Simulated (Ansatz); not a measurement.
# Magnetic orders in HfVF6

Consider HfVF6 (space group Fm-3m, No. 225; a = 8.1476 Å; ferromagnetic).

Each order is relaxed in cell and atoms; arrows give the starting signs on the magnetic atoms.

All numbers come from PBEsol+U (U_eff on d states: V 3.25 eV) (Ansatz, a quantum-chemistry and plane-wave program), scalar-relativistic without spin-orbit coupling.

Notes on the quantities. energy relative to the base: σ→0; to 0.01 eV only: unlike meshes or grids.

```json
[
 {"change": "base", "band gap": "3.44 eV", "volume per atom": "16.90 Å³", "energy relative to the base": "0 meV/atom"},
 {"change": "↑↓ start, q = (0, 0, 1/2), 16 atoms", "band gap": "3.56 eV", "volume per atom": "16.90 Å³", "energy relative to the base": "0 meV/atom"},
 {"change": "non-magnetic", "band gap": "?", "volume per atom": "16.21 Å³", "energy relative to the base": "+0.49 eV/atom"},
 {"change": "↑↓ start, q = (0, 1/2, 1/2), 16 atoms", "band gap": "?", "volume per atom": "16.90 Å³", "energy relative to the base": "0 meV/atom"}
]
```

Task: Some entries are withheld; estimate them.

Result: 
- non-magnetic, band gap: zero
- ↑↓ start, q = (0, 1/2, 1/2), 16 atoms, band gap: 3.53 eV

Other magnetic orders, which the real material may have, were not ruled out. Spin-orbit coupling, missing from the scalar runs, can matter with Hf. Stability against distortions was not tested. Spin-polarised in the final run: ↑↓ start, q = (0, 0, 1/2), 16 atoms, base and ↑↓ start, q = (0, 1/2, 1/2), 16 atoms; the other runs are not. The U values are a database's picks, fitted on other projectors than the ortho-atomic ones used here.
